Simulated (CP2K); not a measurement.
Band structure of Cd2Hg (I4/mmm, 3 atoms in the cell).

```yaml
crystal:
  lattice:
    - [5.08604, 0.00000, 0.00000]
    - [1.98557, 4.68245, 0.00000]
    - [-3.53580, -2.34123, 2.80795]
  atoms:
    - { symbol: Cd, position: [0.33421, 0.33421, 0.00000] }
    - { symbol: Cd, position: [0.66579, 0.66579, 0.00000] }
    - { symbol: Hg, position: [0.00000, 0.00000, 0.00000] }
```

Method of the run: PBEsol, GPW, DZVP-MOLOPT-SR-GTH basis, GTH-PBE potentials (GTH_POTENTIALS) run with CP2K.

Settings: CUTOFF = 500 Ry; REL_CUTOFF = 50 Ry; SMEAR/METHOD = GAUSSIAN; SIGMA = 0.272 eV; KPOINTS/SCHEME = MONKHORST-PACK 10 10 10; GAMMA_CENTERED = T; XC_FUNCTIONAL = PBE:PBESOL; Cd/BASIS_SET = DZVP-MOLOPT-SR-GTH-q12; Cd/POTENTIAL = GTH-PBE-q12; Hg/BASIS_SET = DZVP-MOLOPT-SR-GTH-q12; Hg/POTENTIAL = GTH-PBE-q12; METHOD = GPW; EPS_DEFAULT = 1e-10; EXTRAPOLATION = USE_GUESS.

The starting cell comes from a database of computed structures (which also holds hypothetical and non-ambient phases and stackings), without a prior relaxation at this level. Its lattice was rescaled by a random factor within 2.5 % of one. Spin-orbit coupling is off. Values carry the incompleteness of an atom-centred basis. The potentials were made for another functional than the one used.

Levels in eV from the Fermi level, bands 15 to 20:
```csv
point,15,16,17,18,19,20
Γ,-7.05,-6.73,1.42,1.55,3.70,4.38
X,-6.73,-3.20,-2.78,-1.06,-1.04,0.43
Y,-6.80,-3.57,-2.41,-2.40,-2.09,2.38
S,-6.81,-5.23,-4.33,-4.28,3.65,4.90
Z,-6.71,-6.28,-6.12,1.14,1.14,2.32
S1,-6.81,-5.23,-4.33,-4.28,3.65,4.90
N,-6.76,-5.39,-5.10,-1.19,0.81,5.47
P,-6.73,-3.21,-1.86,-1.74,-1.74,1.57
Y1,-6.80,-3.57,-2.41,-2.40,-2.09,2.38
```

Bands cross the Fermi level along this path, so the cell is metallic at this level.

Higher empty bands are left out: an atom-centred basis made for the valence describes them poorly.
